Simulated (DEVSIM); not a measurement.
Device: abrupt Ge p-n junction, at 300 K.

Layer 1 from the left is Ge, thickness (μm) 39.0, Na (cm⁻³) 1.6e15, τn (s) 6.5e-6, τp (s) 6.5e-6. Layer 2 from the left is Ge, thickness (μm) 41.0, Nd (cm⁻³) 2.6e15, τn (s) 6.5e-6, τp (s) 6.5e-6.

Left contact: ohmic. Right contact: ohmic. Voltage is applied to the left contact. Recombination: SRH at mid-gap. Mobility is μmin + (μ − μmin)/(1 + (N/Nref)^α).

The device is made up for the run: typed textbook-type constants, with dimensions and the other settings drawn at random. Values at 300 K.

Ge: gap (eV) 0.664, affinity (eV) 4, permittivity 16, Nc (cm⁻³) 1.04e19, Nv (cm⁻³) 6e18, μn (cm²/Vs) 3900, μp (cm²/Vs) 1900, μn,min 150, μp,min 100, Nref,n 2.6e17, Nref,p 4e17, αn 0.56, αp 0.6.

Problem. Estimate by hand the built-in potential, the peak field at zero bias, the capacitance at -6 V, and compare with a numerical solution.

Solution. 
- Built-in potential: ni = √(Nc Nv) exp(−Eg/2kT) = 2.09e13 cm⁻³ with Eg = 0.664 eV; Vbi = kT/q ln(Na Nd/ni²) = 0.237 V; numerical 0.237 V.
- Peak field at zero bias: depletion approximation: W = √(2εVbi/(qN)) = 0.650 μm with N = 9.90e14 cm⁻³; field = 2Vbi/W = 7280 V/cm; numerical 6470 V/cm (estimate above by 13 %).
- Capacitance at -6 V: C = √(qεN / 2(Vbi + |V|)) = 4.25 nF/cm²; numerical 4.26 nF/cm².

DEVSIM, 1D drift-diffusion, Boltzmann statistics, complete ionisation; no tunnelling, impact ionisation, image-force lowering or self-heating.
